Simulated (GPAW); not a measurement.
A self-consistent single point of La2O3 (P-3m1, 5 atoms in the cell) with GPAW.

Method: PBE, GPAW PAW datasets PBE (gpaw-data 1.0.1) (plane waves; GPAW).

The change in words: lattice scaled by 0.98. Reference geometry:
```
La2O3
1.0
    3.95908     0.00000     0.00000
   -1.97954     3.42867     0.00000
    0.00000     0.00000     6.15596
La O
2 3
Direct
  0.66667   0.33333   0.75376
  0.33333   0.66667   0.24624
  0.66667   0.33333   0.35411
  0.33333   0.66667   0.64589
  0.00000   0.00000   0.00000
```

Reference input (self-consistent single point, DFT PBE, plane waves, GPAW PAW datasets PBE (gpaw-data 1.0.1)): mode = pw; ecut = 900 eV; xc = PBE; kpts = 7 7 4; mesh shift (steps) = 0 0 0; occupations.name = fixed-uniform; nbands = -6; convergence.density = 1e-05 e/electron; convergence.bands = -4; symmetry.symmorphic = false; symmetry.tolerance = 0.0005; maxiter = 150. This run's input differs from it in these lines:

```diff
@@ -5,5 +5,5 @@
 atoms = Atoms(['La', 'La', 'O', 'O', 'O'],
-              cell=[[3.959082, 0.000000, 0.000000],
-                    [-1.979541, 3.428665, 0.000000],
-                    [0.000000, 0.000000, 6.155956]],
+              cell=[[3.879900, 0.000000, 0.000000],
+                    [-1.939950, 3.360092, 0.000000],
+                    [0.000000, 0.000000, 6.032837]],
               scaled_positions=[[0.666667, 0.333333, 0.753760],
```

Output, abridged:

```
     iter     time        total  log10-change:
                         energy   eigst   dens
iter:   1 --:--:--   -46.345286   +0.85
iter:   2 --:--:--   -44.922483   -0.07  -0.88
iter:   3 --:--:--   -41.156402   +0.88  -0.93
iter:   4 --:--:--   -41.665018   +0.38  -1.30
iter:   5 --:--:--   -42.136168   -0.17  -1.35
   [... 7 lines left out ...]
iter:  13 --:--:--   -41.946882   -0.69  -1.65
iter:  14 --:--:--   -41.888294   -0.30  -1.80
iter:  15 --:--:--   -41.940184   -0.53  -2.22
iter:  16 --:--:--   -41.949024   -1.04  -2.15
iter:  17 --:--:--   -41.945269c  -1.36  -2.22
iter:  18 --:--:--   -41.945485c  -2.08  -2.42
   [... lines left out ...]
iter:  48 --:--:--   -41.942663c  -5.68  -4.74
iter:  49 --:--:--   -41.942663c  -5.79  -4.98
iter:  50 --:--:--   -41.942663c  -5.88  -5.12c
iter:  51 --:--:--   -41.942663c  -5.96  -5.10c
iter:  52 --:--:--   -41.942663c  -6.00  -5.10c
iter:  53 --:--:--   -41.942663c  -6.03  -5.15c
iter:  54 --:--:--   -41.942663c  -6.12  -5.31c
   [... 15 lines left out ...]
iter:  70 --:--:--   -41.942663c  -7.32  -6.21c
iter:  71 --:--:--   -41.942663c  -7.36  -6.73c
iter:  72 --:--:--   -41.942663c  -7.34  -6.80c
iter:  73 --:--:--   -41.942663c  -7.37  -6.85c
iter:  74 --:--:--   -41.942663c  -7.48c -6.87c
Converged after 74 iterations.

Dipole moment: (-0.000000, 0.000000, -0.000000) |e|*Ang

Energy contributions relative to reference atoms: (reference = -468348.802346)

Kinetic:        +71.280492
Potential:      -67.160005
External:        +0.000000
XC:             -45.610515
Entropy (-ST):   +0.000000
Local:           -0.452635
SIC:             +0.000000
--------------------------
Free energy:    -41.942663
Extrapolated:   -41.942663

Showing only first 2 kpts
 Kpt  Band  Eigenvalues  Occupancy
  0    18      8.11657    2.00000
  0    19      8.37670    2.00000
  0    20     12.96306    0.00000
  0    21     13.23794    0.00000

  1    18      8.17315    2.00000
  1    19      8.17318    2.00000
  1    20     13.10798    0.00000
  1    21     13.32355    0.00000

Fermi level: 10.50964

Gap: 3.964 eV
Transition (v -> c):
   [... lines left out ...]
Direct gap: 4.100 eV
   [... lines left out ...]
Energy (eV): -41.942663

Forces in eV/Ang:
  0 La    0.00000    0.00000    0.35558
  1 La    0.00000    0.00000   -0.35558
  2 O     0.00000    0.00000    0.04225
  3 O     0.00000   -0.00000   -0.04225
  4 O    -0.00000    0.00000    0.00000

Stress tensor:
    -0.053970     0.000000     0.000000
     0.000000    -0.053970     0.000000
     0.000000    -0.000000    -0.046288
Stress (GPa, Voigt): [-8.6469 -8.6469 -7.4161  0.      0.      0.    ]
```

The run converged in 74 iterations. GPAW prints stress with tension positive. Against the reference run the free energy rises by 22.2 meV/atom, the largest force goes from 0.117 to 0.356 eV/Å and the gap on the mesh goes from 3.879 to 3.964 eV.

At such cutoffs GPAW's stress carries a finite-basis (Pulay) error, which enters relaxed cells too; its log prints stress with tension positive.

The starting cell comes from a database of computed structures (which also holds hypothetical and non-ambient phases and stackings), without a prior relaxation at this level. Its lattice was rescaled by a random factor within 2.5 % of one. For this run, on top of that: lattice scaled by 0.98.

Cost on one core of a shared machine: roughly 4 min.
